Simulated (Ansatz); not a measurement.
Take CaO in the rock salt structure (space group Fm-3m, No. 225; a = 4.767 Å) as the base. Axes: x, y, z lie along the cube axes.

Method: plane-wave PAW DFT at the PBEsol level (Ansatz, a quantum-chemistry and plane-wave program, 420 eV), without spin-orbit coupling.

Before the change:

The pressure is 0.01 GPa and the band gap is 3.54 eV.

The change: biaxial strain +1.53 %, plane normal [110], relaxed out of plane (Cartesian); in-plane vectors clamped, the third vector and the atoms free.

Q: Predict the new ratio −ε⊥/ε∥, pressure and band gap.

A: The ratio −ε⊥/ε∥ comes out as 0.53; the pressure (mean of the normal stresses, compression positive) drops by 2.42 GPa to -2.41 GPa; the band gap drops by 0.05 eV (3.54 eV → 3.49 eV).

A biaxial case was relaxed in a doubled cell and then solved in the primitive one. Whether these cells are dynamically stable was not tested. The base started in Cmce and relaxed to Fm-3m at this level.
